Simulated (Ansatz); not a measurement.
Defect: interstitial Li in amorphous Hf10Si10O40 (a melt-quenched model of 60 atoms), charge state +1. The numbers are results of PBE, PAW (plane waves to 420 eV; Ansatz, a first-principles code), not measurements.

60-site cell at the glass model's own volume, the Γ point alone, smearing 0.01 eV, spin-restricted, no finite-size correction. No zero-point or tunnelling terms. Spin-orbit coupling is left out. This is one neighbourhood of one small, fast-quenched model, and the added charge may sit on a native defect of the glass. The charge state is imposed; whether it is stable for some Fermi level was not computed. Sites that were not tried may lie lower. The start lies 0.29 eV above the lowest site run (PBE).

Barriers: single points on a 2×2×2 k-point mesh shifted by half a step at the bands' geometries.

The step: a direct jump of one Li atom; the atom moves 2.55 Å along (0.21, -0.07, 0.16) of the unit cell; the moving atom starts with neighbours O at 1.98, 2 O at 2.11, O at 2.24 Å and ends with 2 O at 2.03, O at 2.07, O at 2.18; Si at 2.56 Å.

**Question.** What is the computed migration barrier of this step (PBE, PAW)?

**Answer.** 0.48 eV forward and 0.060 eV backward. At the saddle the moving atom has neighbours O at 1.94, O at 2.07, O at 2.49 Å. The saddle point's order was not checked.
